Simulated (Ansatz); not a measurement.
Start from HgSe in the zinc blende structure (space group F-43m, No. 216; a = 6.1333 Å).

Method: PBEsol/PAW in Ansatz (a quantum-chemistry and plane-wave program), no SOC.

It is then changed as follows: Cd takes the place of Hg on all its sites, then cell and atoms are relaxed.

Measured lattice parameter a: HgSe 6.085 Å (room temperature; as listed in Cardona et al., arXiv (2009)); CdSe 6.077 Å (room temperature; as listed in arXiv:1206.3780).

Question: How well does PBEsol reproduce the measured shift?

Answer: With PBEsol the lattice parameter a moves by -0.052 Å (6.133 → 6.082) against -0.008 Å measured.

Stability against distortions was not tested. The final runs are not spin-polarised.
